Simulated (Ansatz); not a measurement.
Take SnTe in the rock salt structure (space group Fm-3m, No. 225; a = 6.370 Å) as the base. Axes: x, y, z lie along the cube axes.

Computed with DFT with r2SCAN, PAW potentials and a 500 eV plane-wave cutoff in Ansatz (an electronic-structure program), scalar-relativistic without spin-orbit coupling.

Strains are applied to the cell and any free atomic positions relax.

One change was made to it. Results:

The band gap increases by 0.023 eV to 0.16 eV; the energy rises by 2.7 meV/atom.

Q: Name the change that was made.
A) uniaxial strain ε_zz = +1.50 %
B) uniaxial strain ε_zz = +2.00 %
C) uniaxial strain ε_zz = +3.00 %
D) uniaxial strain ε_zz = +2.50 %

A: A, uniaxial strain ε_zz = +1.50 %. For comparison, the energy relative to the base in the other runs: uniaxial strain ε_zz = +2.50 % gives +7.2 meV/atom; uniaxial strain ε_zz = +2.00 % gives +4.7 meV/atom; uniaxial strain ε_zz = +3.00 % gives +10 meV/atom.

Spin-orbit coupling, missing from the scalar runs, can matter with Te. Whether these cells are dynamically stable was not tested. The zero or small gap of SnTe can change with the level of theory.
